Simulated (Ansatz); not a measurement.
SiI4 (Pa-3, No. 205), treated with r²SCAN in Ansatz (plane waves, PAW).

Run with plane-wave cutoff 560 eV, 4×4×4 k mesh, Fermi–Dirac smearing 0.01 eV, scalar-relativistic PAW data made under PBE.

Cell (relaxed at this level):

```xyz
40
Lattice="12.3021 0.0000 0.0000 0.0000 12.3021 0.0000 0.0000 0.0000 12.3021" Properties=species:S:1:pos:R:3 pbc="T T T"
I      3.0280     3.1230     9.1791
I      3.1230     9.1791     3.0280
I      9.1791     3.0280     3.1230
I      9.2740     9.2740     9.2740
I      9.2740     9.1791     3.1230
I      9.1791     3.1230     9.2740
I      3.1230     9.2740     9.1791
I      3.0280     3.0280     3.0280
Si     1.6203     4.5307     7.7714
Si     4.5307     7.7714     1.6203
Si     7.7714     1.6203     4.5307
Si    10.6817    10.6817    10.6817
Si    10.6817     7.7714     4.5307
Si     7.7714     4.5307    10.6817
Si     4.5307    10.6817     7.7714
Si     1.6203     1.6203     1.6203
I      0.2965     6.0265     9.1840
I      5.8545     6.2756     3.0330
I      6.4475     0.1246     3.1180
I     12.0056    12.1775     9.2690
I      9.1840     0.2965     6.0265
I      3.0330     5.8545     6.2756
I      3.1180     6.4475     0.1246
I      9.2690    12.0056    12.1775
I      6.0265     9.1840     0.2965
I      6.2756     3.0330     5.8545
I      0.1246     3.1180     6.4475
I     12.1775     9.2690    12.0056
I     12.0056     6.2756     3.1180
I      6.4475     6.0265     9.2690
I      5.8545    12.1775     9.1840
I      0.2965     0.1246     3.0330
I      3.1180    12.0056     6.2756
I      9.2690     6.4475     6.0265
I      9.1840     5.8545    12.1775
I      3.0330     0.2965     0.1246
I      6.2756     3.1180    12.0056
I      6.0265     9.2690     6.4475
I     12.1775     9.1840     5.8545
I      0.1246     3.0330     0.2965
```

Question: Give the computed band gap.

Answer: 
- band gap = 3.23 eV (on the SCF k mesh)

Note: the relaxation could not lower the start's symmetry, so the cell can be a saddle point above a distorted one; the volume lies 8 % above that of the published cell.

Spin–orbit coupling is not included; with these elements it can move the gap by several tenths of an eV or more.

Ansatz is a first-principles code.
